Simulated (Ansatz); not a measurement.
Results of r²SCAN in Ansatz (PAW) for L1₀ (CuAu-type) TiAl.

Numerical settings: plane-wave cutoff 500 eV, 20×20×14 k mesh (along the axes of the cell as run), Fermi–Dirac smearing 0.1 eV, no spin polarisation, scalar-relativistic PAW data made under PBE.

Computed at the level's own relaxed cell.

Q: Give the computed volume per atom, equilibrium lattice constant a and c axis length.

A: 
- volume per atom: 16.07 Å³/atom
- equilibrium lattice constant a: 2.813 Å
- c axis length: 4.062 Å

Measured, for comparison: lattice constant a 2.826 Å (temperature not stated, not corrected to a static lattice, P4/mmm two-atom cell, a_fct/√2; as tabulated in Zope and Mishin (2003), arXiv:cond-mat/0306298); lattice parameter c 4.077 Å (temperature not stated, not corrected to a static lattice; as tabulated in Zope and Mishin (2003), arXiv:cond-mat/0306298). Computed (rounded) less measured: lattice constant a -0.5 %, lattice parameter c -0.4 %. A static lattice is as a rule a little smaller and stiffer than an uncorrected measurement, which narrows the difference in the lattice constant a, lattice parameter c and would widen misses of the other sign.

Computed values are for the static lattice.

The result took roughly 60 core-seconds.

Ansatz is a quantum-chemistry and plane-wave program.
